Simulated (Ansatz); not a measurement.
fcc Pd (1 1 1) on zinc-blende CdTe (1 1 1) (film strained to the substrate, started from cuts of the bulks and a machine-learned relaxation; slabs Cd4Te4 and Pd12, which can lie off the formulas)

A periodic stack without vacuum, fcc Pd (1 1 1) on zinc-blende CdTe (1 1 1) (film strained to the substrate, started from cuts of the bulks and a machine-learned relaxation; slabs Cd4Te4 and Pd12, which can lie off the formulas): substrate slab Cd4Te4, film Pd12, surface cells [[0, 1], [-1, 0]] and [[1, -2], [1, 1]], film strained by -3.1 and -3.1 %, outermost planes Te/Cd and Pd/Pd as cut, which need not be the usual terminations and can put a slab off its formula.

The start was prepared with a machine-learned potential, and the result is one local minimum, with the in-plane cell held and forces under 0.04 eV/Å; the film can end far from its bulk form.

Computed with PBE (plane waves to 420 eV, PAW; Ansatz, a first-principles code). No spin–orbit coupling; the runs are not spin-polarised. Its k-point mesh 8×8×1, Fermi–Dirac width 0.05 eV.

interface area: 19.0 Å²
period: 24.94 Å
heights between the nearest atoms of the two slabs at the two interfaces: 2.20 and 2.08 Å
Cd–Pd contacts across the interfaces within 1.22 times the sum of covalent radii: 3, mean 2.72 Å
Pd–Te contacts across the interfaces within 1.22 times the sum of covalent radii: 3, mean 2.62 Å
estimate of the barrier: withheld, since the two interfaces are unlike
slope of the mean potential energy in the substrate: -6.0 MV/cm × e

```
CdPd3Te
1.0
    4.68099     0.00021    -0.02222
   -2.34022     4.05272     0.10784
    0.26676     1.96268    24.99072
Cd Te Pd
4 4 12
Direct
  0.21000   0.15872   0.13075
  0.48192   0.71092   0.28900
  0.76258   0.28197   0.44225
  0.04384   0.85990   0.59401
  0.90423   0.58610   0.05073
  0.52603   0.79499   0.17487
  0.80193   0.35382   0.32835
  0.08230   0.92436   0.48167
  0.01770   0.14818   0.68227
  0.67994   0.47310   0.68312
  0.35505   0.81087   0.68254
  0.98492   0.41731   0.77764
  0.65124   0.75071   0.77779
  0.31755   0.08380   0.77761
  0.95292   0.69235   0.87161
  0.61953   0.02573   0.87230
  0.28600   0.35813   0.87252
  0.92140   0.97031   0.96708
  0.58398   0.29558   0.96742
  0.25950   0.63301   0.96659
```
